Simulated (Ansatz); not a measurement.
The starting structures come from a database of crystals and need not be the phases stable at ambient conditions.

**Evanescent states of CsAlF4 (P-62m, not sure to be the ambient phase, 18 atoms a cell, 15.9 Å³ an atom) along the normal of (001)**

Method: r2SCAN (plane waves, PAW; Ansatz, a program for electronic structure).

The gap is the functional's own, uncorrected, and κ follows it; spin-orbit coupling is left out. Mid-gap values are interpolated between the computed energies.

Energies count from the valence-band top; κ is the least over a 6×6 mesh across the current.

```json
[
 {"E (eV)": "0.18", "κ (1/Å)": "0.324", "where": "off Γ"},
 {"E (eV)": "0.54", "κ (1/Å)": "0.390", "where": "Γ"},
 {"E (eV)": "0.90", "κ (1/Å)": "0.428", "where": "Γ"},
 {"E (eV)": "1.26", "κ (1/Å)": "0.452", "where": "Γ"},
 {"E (eV)": "1.62", "κ (1/Å)": "0.467", "where": "Γ"},
 {"E (eV)": "1.98", "κ (1/Å)": "___", "where": "Γ"},
 {"E (eV)": "2.34", "κ (1/Å)": "___", "where": "Γ"},
 {"E (eV)": "2.70", "κ (1/Å)": "___", "where": "Γ"},
 {"E (eV)": "3.06", "κ (1/Å)": "___", "where": "Γ"},
 {"E (eV)": "3.42", "κ (1/Å)": "___", "where": "Γ"},
 {"E (eV)": "3.78", "κ (1/Å)": "___", "where": "Γ"},
 {"E (eV)": "4.14", "κ (1/Å)": "___", "where": "Γ"},
 {"E (eV)": "4.50", "κ (1/Å)": "0.452", "where": "Γ"},
 {"E (eV)": "4.86", "κ (1/Å)": "___", "where": "Γ"},
 {"E (eV)": "5.22", "κ (1/Å)": "___", "where": "Γ"},
 {"E (eV)": "5.58", "κ (1/Å)": "___", "where": "Γ"},
 {"E (eV)": "5.94", "κ (1/Å)": "___", "where": "Γ"},
 {"E (eV)": "6.30", "κ (1/Å)": "___", "where": "Γ"},
 {"E (eV)": "6.66", "κ (1/Å)": "0.351", "where": "Γ"},
 {"E (eV)": "7.02", "κ (1/Å)": "0.325", "where": "Γ"},
 {"E (eV)": "7.38", "κ (1/Å)": "0.292", "where": "Γ"},
 {"E (eV)": "7.74", "κ (1/Å)": "0.239", "where": "Γ"},
 {"E (eV)": "8.10", "κ (1/Å)": "0.059", "where": "Γ"}
]
```

**Question.** Fill in the missing entries.

**Answer.** 
- 1.98, κ (1/Å): 0.476
- 2.34, κ (1/Å): 0.480
- 2.70, κ (1/Å): 0.481
- 3.06, κ (1/Å): 0.480
- 3.42, κ (1/Å): 0.476
- 3.78, κ (1/Å): 0.470
- 4.14, κ (1/Å): 0.462
- 4.86, κ (1/Å): 0.440
- 5.22, κ (1/Å): 0.427
- 5.58, κ (1/Å): 0.412
- 5.94, κ (1/Å): 0.394
- 6.30, κ (1/Å): 0.374
